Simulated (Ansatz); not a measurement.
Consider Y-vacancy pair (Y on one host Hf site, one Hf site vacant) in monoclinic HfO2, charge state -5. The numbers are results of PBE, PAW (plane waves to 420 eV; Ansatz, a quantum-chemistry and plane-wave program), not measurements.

Settings: 96 host sites, the relaxed PBE lattice, the Γ point alone, smearing 0.01 eV, spin-restricted, no image-charge correction. No zero-point or tunnelling terms. Spin-orbit coupling is left out. The charge state is imposed; whether it is stable for some Fermi level was not computed. Forms of the defect that were not tried may lie lower. The start lies 0.048 eV above the lowest site run (PBE).

Barriers: single points on a 2×2×2 k-point mesh shifted by half a step at the bands' geometries.

The step: the Y atom itself jumps into the vacancy (Y-vacancy distance between ideal sites 3.34 Å throughout) (strongly reconstructed ends); the atom moves 2.86 Å along (-0.47, 0.06, -0.37) of the unit cell; the moving atom starts with neighbours O at 2.09, O at 2.12, O at 2.20, O at 2.36, O at 2.38, O at 2.49, O at 2.56 Å and ends with O at 2.09, O at 2.12, O at 2.20, O at 2.36, O at 2.38, O at 2.49, O at 2.56 Å.

Task: What migration barrier of this step does PBE, PAW give?

Result: 1.35 eV, the same both ways. At the saddle the moving atom has neighbours O at 2.04, O at 2.15, O at 2.42, O at 2.46, O at 2.60 Å. The saddle point's order was not checked.
